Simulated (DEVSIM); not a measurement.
System: Co/SiO2/n-GaAs capacitor, at 400 K.

```csv
layer (left to right),material,thickness (nm),Nd (cm⁻³)
1,SiO2,11.0,-
2,GaAs,1700,1.5e17
```

Metal gate on the left, work function 5 eV. Fixed charge at the semiconductor interface -6.4e10 cm⁻² (in units of +e); no interface traps.

Constants are typed, rounded textbook-type inputs, not results; the design itself was drawn at random and stands for no fabricated device. Values at 300 K; Nc and Nv go as T^1.5, mobilities as T to minus their exponent, the gap by Varshni's rule with the affinity fixed.

| parameter | SiO2 | GaAs |
|---|---|---|
| gap (eV) | 9 | 1.424 |
| affinity (eV) | 0.9 | 4.07 |
| permittivity | 3.9 | 12.9 |
| Nc (cm⁻³) | - | 4.7e17 |
| Nv (cm⁻³) | - | 9e18 |
| Varshni α (eV/K) | - | 0.000541 |
| Varshni β (K) | - | 204 |

Simulated with DEVSIM: 1D Poisson equation in equilibrium, Boltzmann statistics, complete ionisation; no quantum confinement or tunnelling. Metal contacts follow the ideal Schottky-Mott rule: no Fermi-level pinning, no interface dipoles.

The SiO2 thickness was swept, all else fixed.

| SiO2 thickness (μm) | minimum of the low-frequency capacitance (μF/cm²) | capacitance of the dielectric stack (μF/cm²) | flat-band voltage (V) |
|---|---|---|---|
| 0.0044 | 0.104 | 0.785 | 0.89 |
| 0.006 | 0.101 | 0.576 | 0.90 |
| 0.0077 | 0.0951 | 0.448 | 0.90 |
| 0.0093 | 0.0913 | 0.371 | 0.90 |
| 0.011 | 0.0873 | 0.314 | 0.91 |
| 0.013 | 0.0825 | 0.266 | 0.91 |

From the first row to the last the minimum of the low-frequency capacitance goes from 0.104 to 0.0825. From the first row to the last the capacitance of the dielectric stack goes from 0.785 to 0.266.
